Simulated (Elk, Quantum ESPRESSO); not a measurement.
An Elk input for a self-consistent single point of VTl3Se2S2 (Fmm2, 8 atoms in the cell) (DFT, LDA (PW92), all-electron FP-LAPW, Elk's shipped species files, default APW+lo basis):

```
tasks
  0

xctype
  3

rgkmax
  7.0

rmtscf
  0.83

stype
  0

swidth
  0.0001

scale
  1.889726125

avec
    0.0000000000    5.4275340000    3.8259100000
    5.3865160000    0.0000000000    3.8259100000
    5.3865160000    5.4275340000    0.0000000000

atoms
  4   : nspecies
  'V.in'   : spfname
  1   : natoms; atposl, bfcmt below
  0.0058500000  0.0058500000  0.9941500000    0.0 0.0 0.0
  'Tl.in'   : spfname
  3   : natoms; atposl, bfcmt below
  0.0054100000  0.0054100000  0.4945900000    0.0 0.0 0.0
  0.5054100000  0.5054100000  0.9945900000    0.0 0.0 0.0
  0.4953000000  0.4953000000  0.5047000000    0.0 0.0 0.0
  'Se.in'   : spfname
  2   : natoms; atposl, bfcmt below
  0.6618100000  0.0009700000  0.9990300000    0.0 0.0 0.0
  0.0009700000  0.6618100000  0.3381900000    0.0 0.0 0.0
  'S.in'   : spfname
  2   : natoms; atposl, bfcmt below
  0.0018500000  0.3234100000  0.9981500000    0.0 0.0 0.0
  0.3234100000  0.0018500000  0.6765900000    0.0 0.0 0.0

ngridk
  3 3 3
```

Write the same calculation as an input for Quantum ESPRESSO.

This is the input that was run; spellings and numerical settings could be chosen otherwise.

```fortran
&control
    calculation = 'scf',
    prefix = 'run',
    outdir = './work',
    pseudo_dir = './',
    tprnfor = .true.,
    tstress = .true.,
/
&system
    ibrav = 0,
    nat = 8,
    ntyp = 4,
    ecutwfc = 90,
    occupations = 'fixed',
    nbnd = 56,
/
&electrons
    conv_thr = 1e-10,
/
ATOMIC_SPECIES
V     50.9415  V.upf
Tl   204.3800  Tl.upf
Se    78.9710  Se.upf
S     32.0600  S.upf
CELL_PARAMETERS angstrom
   0.0000000000     5.4275340000     3.8259100000
   5.3865160000     0.0000000000     3.8259100000
   5.3865160000     5.4275340000     0.0000000000
ATOMIC_POSITIONS angstrom
V     5.3865160000    5.4275340000    0.0447631470
Tl    2.6932580000    2.7137670000    0.0413963462
Tl    8.0797740000    8.1413010000    3.8673063462
Tl    5.3865160000    5.4275340000    3.7899464460
Se    5.3865160000    9.0142655686    2.5357366298
Se    5.3865160000    1.8408024314    2.5357366298
S     7.1186040850    5.4275340000    1.2444154866
S     3.6544279150    5.4275340000    1.2444154866
K_POINTS automatic
3 3 3  0 0 0
```

Basis, cutoffs, solver keys and any potentials are the target program's own. This input uses DFT, LDA (PW92), plane waves, PseudoDojo standard norm-conserving (LDA) pseudopotentials. LDA parametrisations can differ slightly between programs.

The starting cell comes from a database of computed structures (which also holds hypothetical and non-ambient phases and stackings), without a prior relaxation at this level. For this run, on top of that: lattice scaled by 0.98.
